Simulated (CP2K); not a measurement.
Worked example: self-consistent single point of Zr2Al (I4/mcm, 6 atoms in the cell) in CP2K

Computed with PBEsol, GPW, DZVP-MOLOPT-SR-GTH basis, GTH-PBE potentials (GTH_POTENTIALS) (CP2K).

Input:

```
&GLOBAL
  PROJECT zr2al
  RUN_TYPE ENERGY_FORCE
  PRINT_LEVEL LOW
&END GLOBAL
&FORCE_EVAL
  METHOD Quickstep
  STRESS_TENSOR ANALYTICAL
  &DFT
    BASIS_SET_FILE_NAME BASIS_MOLOPT
    POTENTIAL_FILE_NAME GTH_POTENTIALS
    &QS
      METHOD GPW
      EPS_DEFAULT 1E-10
    &END QS
    &MGRID
      CUTOFF 500
      REL_CUTOFF 50
      NGRIDS 5
    &END MGRID
    &SCF
      SCF_GUESS ATOMIC
      EPS_SCF 1E-6
      MAX_SCF 100
      ADDED_MOS 10
      &DIAGONALIZATION
        ALGORITHM STANDARD
      &END DIAGONALIZATION
      &MIXING
        METHOD BROYDEN_MIXING
        ALPHA 0.3
        NBUFFER 12
        BETA 1.5
      &END MIXING
      &SMEAR ON
        METHOD GAUSSIAN
        SIGMA [eV] 0.1
      &END SMEAR
    &END SCF
    &KPOINTS
      SCHEME MONKHORST-PACK 5 5 5
    &END KPOINTS
    &XC
      &XC_FUNCTIONAL
        &PBE
          PARAMETRIZATION PBESOL
        &END PBE
      &END XC_FUNCTIONAL
    &END XC
    &PRINT
      &MO
        EIGENVALUES T
        OCCUPATION_NUMBERS T
        NDIGITS 8
        FILENAME mo
        &EACH
          QS_SCF 0
        &END EACH
        ADD_LAST NUMERIC
      &END MO
      &MULLIKEN OFF
      &END MULLIKEN
    &END PRINT
  &END DFT
  &SUBSYS
    &CELL
      A 5.50520200 0.00000000 0.00000000
      B -2.91017600 4.67312900 0.00000000
      C -1.29751300 -2.33656400 4.81291800
      PERIODIC XYZ
    &END CELL
    &COORD
      Zr       0.82975627    -0.46077027     2.40645900
      Zr       0.46775673     2.79733527     2.40645900
      Zr      -2.10384450     1.16828265     3.86381057
      Zr       3.40135750     1.16828235     0.94910743
      Al       0.64875650     1.16828225     0.00000000
      Al       1.94626950     3.50484675     0.00000000
    &END COORD
    &KIND Zr
      BASIS_SET DZVP-MOLOPT-SR-GTH-q12
      POTENTIAL GTH-PBE-q12
    &END KIND
    &KIND Al
      BASIS_SET DZVP-MOLOPT-SR-GTH-q3
      POTENTIAL GTH-PBE-q3
    &END KIND
  &END SUBSYS
  &PRINT
    &FORCES ON
    &END FORCES
    &STRESS_TENSOR ON
    &END STRESS_TENSOR
  &END PRINT
&END FORCE_EVAL
```

Output (repeated stretches shortened):

```
 GLOBAL| Method name                                                        CP2K
 GLOBAL| Project name                                                      zr2al
 GLOBAL| Run type                                                   ENERGY_FORCE

 TOTAL NUMBERS AND MAXIMUM NUMBERS

  Total number of            - Atomic kinds:                                   2
                             - Atoms:                                          6
                             - Shell sets:                                     6
                             - Shells:                                        42
                             - Primitive Cartesian functions:                 36
                             - Cartesian basis functions:                    152
                             - Spherical basis functions:                    130

  Maximum angular momentum of- Orbital basis functions:                        3
                             - Local part of the GTH pseudopotential:          2
                             - Non-local part of the GTH pseudopotential:      4

 SCF PARAMETERS         Density guess:                                    ATOMIC
                        max_scf:                                             100
                        max_diis:                                              4
                        eps_scf:                                        1.00E-06
                        eps_diis:                                       1.00E-01
                        eps_eigval:                                     1.00E-05
                        level_shift [a.u.]:                             0.000000
                        added MOs                                        10    0
                        Mixing method:                            BROYDEN_MIXING
                                                charge density mixing in g-space
                        Smear method:                                   GAUSSIAN
                        Smearing width (sigma) [a.u.]:                  3.67E-03
                        Accuracy threshold:                             1.00E-10
                        No outer SCF

 Extrapolation method: initial_guess

 Number of electrons:                                                         54
 Number of occupied orbitals:                                                 27
 Number of molecular orbitals:                                                37

 Number of orbital functions:                                                130
 Number of independent orbital functions:                                    130

 SCF WAVEFUNCTION OPTIMIZATION

  Step     Update method      Time    Convergence         Total energy    Change
     1 NoMix/Diag. 0.30E+00      -     1.74538361      -193.9814181293 -1.94E+02
     2 Broy./Diag. 0.30E+00      -     0.03258531      -194.9142395179 -9.33E-01
     3 Broy./Diag. 0.30E+00      -     0.10224589      -193.4526868717  1.46E+00
     4 Broy./Diag. 0.30E+00      -     0.00818931      -192.4698322208  9.83E-01
     5 Broy./Diag. 0.30E+00      -     0.00617521      -192.4408904681  2.89E-02
     6 Broy./Diag. 0.30E+00      -     0.00146740      -192.4116715599  2.92E-02
     7 Broy./Diag. 0.30E+00      -     0.00057632      -192.4128615804 -1.19E-03
     8 Broy./Diag. 0.30E+00      -     0.00009524      -192.4070518957  5.81E-03
     9 Broy./Diag. 0.30E+00      -     0.00006715      -192.4052328508  1.82E-03
    10 Broy./Diag. 0.30E+00      -     0.00001144      -192.4046294247  6.03E-04
    11 Broy./Diag. 0.30E+00      -     0.00000412      -192.4046077277  2.17E-05
    12 Broy./Diag. 0.30E+00      -     0.00000194      -192.4046476302 -3.99E-05
    13 Broy./Diag. 0.30E+00      -     0.00000028      -192.4046676699 -2.00E-05

  *** SCF run converged in    13 steps ***

  Electronic density on regular grids:        -53.9999999999        0.0000000001
  Core density on regular grids:               53.9999999947       -0.0000000053
  Total charge density on r-space grids:       -0.0000000052
  Total charge density g-space grids:          -0.0000000052

  Overlap energy of the core charge distribution:               0.00000000000002
  Self energy of the core charge distribution:               -356.99996201511220
  Core Hamiltonian energy:                                     78.66678586001809
  Hartree energy:                                             111.01319048568536
  Exchange-correlation energy:                                -25.08333794748001
  Smearing free energy correction:                             -0.00134405199852
  Fermi energy:                                                 0.35269534779795

  Total energy:                                              -192.40466766985355
  Total energy (extrapolated to sigma->0):                   -192.40399564385430

 ENERGY| Total FORCE_EVAL ( QS ) energy [hartree]           -192.404666552997668

 FORCES| Atomic forces [hartree/bohr]
 FORCES|   Atom     x               y               z               |f|
 FORCES|      1  3.66371547E-04 -2.03624983E-04 -1.13431517E-06   4.19156929E-04
 FORCES|      2 -3.66334958E-04  2.03591782E-04  1.18117430E-06   4.19108948E-04
 FORCES|      3 -1.04558710E-06  5.79200107E-07 -4.19010241E-04   4.19011946E-04
 FORCES|      4  9.77499548E-07 -5.55194829E-07  4.18852351E-04   4.18853860E-04
 FORCES|      5  1.79504860E-08  1.58403502E-08  7.15238359E-08   7.54241058E-08
 FORCES|      6  1.35484215E-08 -6.64516559E-09  3.95071780E-08   4.22910755E-08
 FORCES| Sum     3.78085714E-13 -4.20392881E-13  2.09231595E-13
 FORCES| Total atomic force                                       6.02873820E-13

 STRESS| Analytical stress tensor [bar]
 STRESS|                        x                   y                   z
 STRESS|      x       -8.06358984654E+03  -2.67152818529E+02   4.86332182185E-02
 STRESS|      y       -2.67152818529E+02  -8.39559174151E+03   3.15229948650E-02
 STRESS|      z        4.86332182185E-02   3.15229948650E-02  -7.91462821452E+03
 STRESS| 1/3 Trace                                            -8.12460326753E+03
```

The run converged in 13 iterations.

The starting cell comes from a database of computed structures (which also holds hypothetical and non-ambient phases and stackings), without a prior relaxation at this level. Its lattice was rescaled by a random factor within 2.5 % of one. Values carry the incompleteness of an atom-centred basis. The potentials were made for another functional than the one used.

Cost on one core of a shared machine: roughly 2 min.
